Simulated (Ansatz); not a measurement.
Consider ZrB2 (space group P6/mmm, No. 191; relaxed with 0.1 eV smearing).

```xyz
3
Lattice="3.1714 0.0000 0.0000 -1.5857 2.7465 0.0000 0.0000 0.0000 3.5418" Properties=species:S:1:pos:R:3 pbc="T T T"
Zr     0.0000     0.0000     0.0000
B      1.5857     0.9155     1.7709
B      0.0000     1.8310     1.7709
```

Cartesian axes are those of the cell as printed.

Level of theory: PBE/PAW in Ansatz (a quantum-chemistry and plane-wave program), no SOC.

Perturbation: every lattice vector is shortened by 2.00 %, atoms relaxed at fixed cell.

Predict the stress tensor and what it implies for the stiffness.

Stress of the strained cell less that of the base (GPa, compression positive):
```
   16.7     0.0     0.0
    0.0    16.7     0.0
    0.0     0.0    15.4
```

Then B = −ΔP/(ΔV/V₀) with ΔV/V₀ = -0.0588 gives secant stiffness values (nonlinear terms included at this strain): B (at held cell shape, above the free-shape value) ≈ 277 GPa.

As a check, the harmonic strain energy −½ V₀ Δσ:ε is 31 meV/atom; the computed energy rise is 29 meV/atom.

No phonon test of stability was made. The final runs are not spin-polarised.
